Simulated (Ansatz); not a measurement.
## MgS, element substitutions

The reference is MgS in the rock salt structure (space group Fm-3m, No. 225; a = 5.2031 Å).

Each row replaces one element on all its sites; cell and atoms are relaxed.

Computed with r2SCAN/PAW in Ansatz (a program for electronic structure), spin-orbit coupling left out.

Q: Only one of these has no band gap. Which?
(A) Mg → Be
(B) S → Se
(C) Mg → Na

A: C, Mg → Na. Computed: Mg → Be: 1.33 eV; S → Se: 2.48 eV; Mg → Na: zero

No phonon test of stability was made. As relaxed here, BeS and NaS are hypothetical phases, not in the database extracts checked. All final runs are without spin polarisation. An odd electron count without spin: NaS.
